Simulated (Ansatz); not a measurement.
Fluorite PtAl₂ was calculated with LDA in Ansatz (PAW).

Input file:

Ansatz 0.2 input:
```yaml
crystal:
  lattice:
    - [0.0, 2.8870700307, 2.8870700307]
    - [2.8870700307, 0.0, 2.8870700307]
    - [2.8870700307, 2.8870700307, 0.0]
  atoms:
    - { symbol: Al, position: [0.25, 0.25, 0.25] }
    - { symbol: Al, position: [0.75, 0.75, 0.75] }
    - { symbol: Pt, position: [0.0, 0.0, 0.0] }
basis:
  ecutwfc: 520
  ecutrho_ratio: 4
  xc_grid: 2
kpoints:
  mp_grid: { grid: [16, 16, 16] }
hamiltonian:
  xc: lda
  dispersion: none
  pseudopotentials: { kind: paw }
scf:
  occupations: { method: fermi_dirac, width: 0.05 }
  convergence: { dr2_threshold: 0.0000000003 }
output:
  forces: true
  stress: true
  eigenvalues: true
```

From the output:

```
Crystal: 3 atoms, lattice volume = 48.128 Å³
Basis set: ecut = 520 eV, 1291 PW (Γ), exchange–correlation on 64×64×64 points (8 copies of the dense FFT grid, shifted against one another)
Bands: 16, of which v1, the nominal top of the filled ones, is band 12 counted from 1 (11 counted from 0)
Symmetry: 48 space group operations
Space group: Fm-3m (ITA 225), of the structure as read, at distance tolerance 3.6e-5 Å
k-points: 145 of 4096
Functional: x = slater, c = lda
SCF iter   1: F=—  HF=-13273.441350 eV  |F-HF|=—  |Δ(HF+E_count)|=         —  Δρ=3.30e-3  dr2=4.77e-3
SCF iter   2: F=—  HF=-13273.440608 eV  |F-HF|=—  |Δ(HF+E_count)|=   7.42e-4  Δρ=1.92e-3  dr2=1.67e-3
  ...
SCF iter   7: F=—  HF=-13273.439938 eV  |F-HF|=—  |Δ(HF+E_count)|=   7.14e-9  Δρ=2.02e-6  dr2=1.19e-9
SCF iter   8: F=-13273.439938 eV  HF=-13273.439938 eV  |F-HF|=1.82e-12  |Δ(HF+E_count)|=  4.18e-11  Δρ=2.00e-7  dr2=1.02e-11
SCF 1 converged in 8 iterations: F = -13273.439938 eV  dr2 = 1.02e-11
SCF converged after 8 iterations
Free energy (F): -13273.439938 eV
Internal energy: -13273.430997 eV  (E = F + TS)
E sigma→0 (E₀):  -13273.435468 eV
Fermi energy:    12.249336 eV
--- Forces (eV/Å), atoms counted from 1 ---
  atom   1  Al    -0.00000000     0.00000000    -0.00000000
  atom   2  Al    -0.00000000    -0.00000000    -0.00000000
  atom   3  Pt    -0.00000000     0.00000000     0.00000000
--- Stress (GPa, compression-positive) ---
        6.496601       0.000000       0.000000
       -0.000000       6.496601       0.000000
        0.000000      -0.000000       6.496601
  P = ⅓ Tr σ = 6.4966 GPa (64.966 kbar)
```

The cell is one volume of an energy–volume scan, off the minimum.

The PAW data were made under PBE.

Computing time: roughly 5 core-seconds.

Ansatz is a first-principles code.
